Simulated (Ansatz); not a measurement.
Ansatz (a first-principles code), DFT, PBE, plane waves, its default PAW files: unreconstructed Si(100) slab of 24 layers, 1x1, S adatom, atoms displaced (Si24S), unrelaxed, 25 atoms. Basis and mesh were picked for this test and aren't claimed converged.

```yaml
cell: 3.84, 3.84, 42.83 Å; 90, 90, 90°
distance_to_the_nearest_atom: 2.07 to 2.35 Å
task: single point
k mesh: 6×6×1
hamiltonian.xc: pbe
kind_of_files: paw
scf.occupations.method: fermi_dirac
scf.occupations.width: 0.2 eV
output.forces: true
binding of workers (--pin): off
k-point pools (--kpoint-pools): 1
memory maximum (--max-ram): 8GiB
accuracy: medium (default)
basis.precision: auto (default)
basis.xc_grid: 2 (default)
scf.eigensolver.kind: auto (default)
scf.convergence.dr2_threshold: 1e-07 (default)
scf.lower_state_search: light (default)
k-points after symmetry: 20
bands_at_the_start: 81
electrons: 102
plane waves at Γ: 12391
cutoff (eV): 420
FFT grid: 27×27×288
symmetry_operations: 1
```

Settings of this run: scf.mixing.algorithm = broyden, scf.mixing.preconditioner = kerker, scf.algorithm = auto; 4 threads.

```
iteration  dr2 (eV)    Hψ
---------  --------  ----
1            4.13e0  9671
2            1.16e0  1880
3           2.12e-1  1620
4           5.43e-2  1620
5           7.53e-3  1620
6           2.26e-3  1778
7           1.06e-3  1648
8           4.12e-4  1925
9           3.03e-4  1639
10          2.47e-4  1675
11          8.53e-5  1922
12          4.18e-5  2219
13          3.05e-5  1671
14          2.46e-5  1625
15          2.31e-5  1633
16          2.32e-5  1620
17          2.35e-5  1680
18          2.10e-5  1668
19          1.91e-5  1643
20          1.83e-5  1625
21          1.26e-5  1843
22          3.33e-6  2191
23          1.31e-6  2060
24          7.09e-7  2479
25          3.80e-7  2370
26          3.14e-7  1645
27          2.73e-7  1663
28          2.83e-7  1625
29          2.83e-7  1628
30          2.41e-7  1646
31          1.54e-7  1625
32          7.15e-8  4839
```

It converged after 32 SCF iterations.

Q: The cycle is slow. Which setting should be changed?

A: Several could match; the one computed here: scf.mixing.preconditioner = auto (default) (9 SCF iterations), all else kept. The other changes of this size gave: scf.mixing.q_tf = 0.5 1/Å (14); scf.mixing.q_tf = 1.5 1/Å (17); scf.mixing.algorithm = auto (default) (18); scf.mixing.preconditioner = none (27). In that run the program took: scf.mixing.preconditioner LDOS, scf.eigensolver.kind band_cg, --slots 4. The change moves the result by: energy under 0.001 meV/atom, forces (largest component) 0.058 meV/Å. Counts are of single runs.

Keys are those of Ansatz 0.2.
